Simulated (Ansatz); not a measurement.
Functionals compared on H2O on the 1x1 (101) surface of anatase TiO2 (cut with top plane O), one in a 2x1 cell, started at the site 'top O', in Ansatz (plane waves, PAW). The structure was relaxed with PBE; the other rows are single points on it, each with its references at the same level. Cutoff 420 eV (500 eV for r2SCAN). HSE06 used the coarser mesh 2x3x1.

Host crystal: anatase TiO2, with a band gap (PBE, scalar-relativistic without spin-orbit coupling).

Set-up: 39 atoms, 9.4 Å thick at the start under the adsorbate (thin: gaps and levels are the slab's own); mesh 3x4x1; 0.01 eV smearing; dipole correction on; 14 atoms held, the rest relaxed; no symmetry held; no spin, no spin-orbit, no U, no dispersion correction. At the end it is bonded to Ti. In PBE it is, or lies within 0.03 eV of, the lowest of the starts that converged. These notes are the PBE run's. Adsorption energies are against H2O(g). A negative adsorption energy means that the adsorbate is more stable on the surface than in its reference.

A dash marks a value that is undefined for that row or was read on another mesh.

| functional | adsorption energy (eV) | gap of the slab on its k-mesh (eV) | highest filled level below the top vacuum level (eV) | rough cost of the single point |
|---|---|---|---|---|
| PBE | -0.61 | 2.50 | 6.84 | – |
| RPBE | -0.38 | 2.54 | 6.72 | very roughly 3.0 core-minutes |
| r2SCAN | (withheld) | (withheld) | (withheld) | very roughly 5 core-minutes |
| HSE06 | -0.65 | – | – | about 2.0 core-hours (a rough figure) |

Complete the blanks.


- r2SCAN, adsorption energy (eV): -0.82
- r2SCAN, gap of the slab on its k-mesh (eV): 2.86
- r2SCAN, highest filled level below the top vacuum level (eV): 7.18

Ansatz is an electronic-structure program.
